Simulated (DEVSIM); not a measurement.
Structure: illuminated Si p-on-n cell, one wavelength, at 300 K.

| layer (left to right) | material | thickness (μm) | Nd (cm⁻³) | Na (cm⁻³) | τn (s) | τp (s) | absorption coefficient (cm⁻¹) |
|---|---|---|---|---|---|---|---|
| 1 | Si | 0.590 | - | 7.5e18 | 4.3e-8 | 3.2e-8 | 15000 |
| 2 | Si | 110 | 1.4e16 | - | 1e-7 | 1e-7 | 15000 |

Left contact: ohmic, minority electron recombination velocity 2e5 cm/s. Right contact: ohmic, minority hole recombination velocity 100 cm/s. Voltage is applied to the left contact. Recombination: SRH at mid-gap, radiative, Auger. Light enters at the left, 2.9e16 photons cm⁻² s⁻¹, one pass, no reflection. Mobility is μmin + (μ − μmin)/(1 + (N/Nref)^α).

Constants are typed, rounded textbook-type inputs, not results; the design itself was drawn at random and stands for no fabricated device. Values at 300 K.

| parameter | Si |
|---|---|
| gap (eV) | 1.124 |
| affinity (eV) | 4.05 |
| permittivity | 11.7 |
| Nc (cm⁻³) | 2.86e19 |
| Nv (cm⁻³) | 3.1e19 |
| μn (cm²/Vs) | 1417 |
| μp (cm²/Vs) | 470 |
| μn,min | 52 |
| μp,min | 45 |
| Nref,n | 9.7e16 |
| Nref,p | 2.2e17 |
| αn | 0.68 |
| αp | 0.72 |
| B (cm³/s) | 4.7e-15 |
| Cn (cm⁶/s) | 2.8e-31 |
| Cp (cm⁶/s) | 9.9e-32 |

Model (solved in DEVSIM): 1D drift-diffusion, Boltzmann statistics, complete ionisation; no tunnelling, impact ionisation, image-force lowering or self-heating.

Q: Give the small-signal capacitance in reverse bias (quasi-static).

A: 
```tsv
V (V)	C (nF/cm²)
-0.04	37.8
-0.1	36.4
-0.2	34.4
-0.3	32.8
-0.4	31.3
-0.6	28.9
-0.8	27.0
-1	25.4
-1.3	23.5
-1.6	22.0
-2	20.3
```
